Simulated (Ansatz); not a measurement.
Input and output of a self-consistent single point for TiCl₂ (P2_1/c, 12 atoms in the cell) (Ansatz, a first-principles code).

Method of the run: PBE (plane waves, PAW; Ansatz).

```yaml
crystal:
  lattice:
    - [6.42183, 0.00000, 0.00000]
    - [0.00000, 6.49801, 0.00000]
    - [-1.06341, 0.00000, 6.54396]
  atoms:
    - { symbol: Ti, position: [0.27540, 0.03950, 0.20830] }
    - { symbol: Ti, position: [0.72460, 0.53950, 0.29170] }
    - { symbol: Ti, position: [0.72460, 0.96050, 0.79170] }
    - { symbol: Ti, position: [0.27540, 0.46050, 0.70830] }
    - { symbol: Cl, position: [0.07000, 0.33170, 0.34470] }
    - { symbol: Cl, position: [0.93000, 0.83170, 0.15530] }
    - { symbol: Cl, position: [0.93000, 0.66830, 0.65530] }
    - { symbol: Cl, position: [0.07000, 0.16830, 0.84470] }
    - { symbol: Cl, position: [0.44960, 0.75690, 0.47920] }
    - { symbol: Cl, position: [0.55040, 0.25690, 0.02080] }
    - { symbol: Cl, position: [0.55040, 0.24310, 0.52080] }
    - { symbol: Cl, position: [0.44960, 0.74310, 0.97920] }
```

Reference input (self-consistent single point, DFT, PBE, plane waves, default PAW files): kpoints.mp_grid.grid = 3 3 3; kpoints.mp_grid.shift = 0.5 0.5 0.5; hamiltonian.xc = pbe; hamiltonian.pseudopotentials = {kind: paw} (the program's default PAW files); scf.occupations.method = fermi_dirac; scf.occupations.width = 0.0037 Ry. This run's input differs from it in these lines:

Ansatz 0.2 input:
```diff
@@ -25,3 +25,3 @@
 scf:
-  occupations: { method: fermi_dirac, width: 0.0037 Ry }
+  occupations: { method: gaussian, width: 0.0147 Ry }
 output:
```

Output, abridged:

```
SCF iter   1: F=—  HF=-18646.626862 eV  |F-HF|=—  |Δ(HF+E_count)|=         —  Δρ=4.59e-3  dr2=1.90e-2  ethr=1.77e-3  ⟨swp⟩=5.0  Hψ=2334  notcnv=0
all-band conjugate gradients solve this SCF's bands
preconditioner: auto → LDOS
SCF iter   2: F=—  HF=-18646.646698 eV  |F-HF|=—  |Δ(HF+E_count)|=   1.98e-2  Δρ=5.67e-3  dr2=3.86e-2  ethr=1.83e-5  ⟨swp⟩=2.0  Hψ=1288  notcnv=0
   [... lines left out ...]
SCF iter   7: F=—  HF=-18646.638022 eV  |F-HF|=—  |Δ(HF+E_count)|=   5.82e-5  Δρ=6.72e-5  dr2=1.54e-5  ethr=8.36e-8  ⟨swp⟩=2.0  Hψ=697  notcnv=0
SCF iter   8: F=—  HF=-18646.638020 eV  |F-HF|=—  |Δ(HF+E_count)|=   1.76e-6  Δρ=3.00e-5  dr2=1.96e-6  ethr=1.48e-8  ⟨swp⟩=2.5  Hψ=1037  notcnv=0
SCF iter   9: F=—  HF=-18646.638021 eV  |F-HF|=—  |Δ(HF+E_count)|=   7.82e-7  Δρ=8.68e-6  dr2=1.45e-7  ethr=1.89e-9  ⟨swp⟩=2.0  Hψ=958  notcnv=0
SCF iter  10: F=-18646.638021 eV  HF=-18646.638021 eV  |F-HF|=6.95e-9  |Δ(HF+E_count)|=   3.37e-8  Δρ=3.79e-6  dr2=2.54e-8  ethr=9.62e-11  ⟨swp⟩=4.5  Hψ=2112  notcnv=0
SCF 1 converged in 10 iterations: F = -18646.638021 eV  dr2 = 2.54e-8
Free energy (F): -18646.638021 eV
Internal energy: -18646.055517 eV  (E = F + TS)
E sigma→0 (E₀):  -18646.346769 eV
Entropy (-TS):   -0.582504 eV (-48.542 meV/atom)
Fermi energy:    7.610554 eV
--- Forces (eV/Å), atoms counted from 1 ---
  atom   1  Ti    -0.09964335     0.07048134    -0.42892904
  atom   2  Ti     0.09964335     0.07048134     0.42892904
  atom   3  Ti     0.09964335    -0.07048134     0.42892904
  atom   4  Ti    -0.09964335    -0.07048134    -0.42892904
  atom   5  Cl    -0.04799630    -0.02410034     0.05261778
  atom   6  Cl     0.04799630    -0.02410034    -0.05261778
  atom   7  Cl     0.04799630     0.02410034    -0.05261778
  atom   8  Cl    -0.04799630     0.02410034     0.05261778
   [... lines left out ...]
  atom  12  Cl    -0.17732414     0.09054596    -0.11144839
--- Stress (GPa, compression-positive) ---
       -4.651910       0.000000      -0.606171
        0.000000      -5.599994       0.000000
       -0.606170       0.000000      -4.915361
  P = ⅓ Tr σ = -5.0558 GPa (-50.558 kbar)
  The stress holds the Pulay correction. Without it, at fixed plane waves, as pw.x and ABINIT print it: P = -5.0614 GPa
```

The run converged in 10 iterations. Against the reference run the free energy falls by 14.4 meV/atom, the pressure goes from -5.29 to -5.06 GPa and the largest force stays at 0.446 eV/Å.

The starting cell was generated: these elements placed on a structure prototype, without a prior relaxation; it need not be a known phase or ordering of this composition. Its lattice was rescaled by a random factor within 2.5 % of one. Spin polarisation is off, so a magnetic state, if there is one, cannot be reached. With a pressure of about -5 GPa the cell is away from its equilibrium volume at this level. Ansatz's pressure includes its estimate of the finite-basis (Pulay) stress.
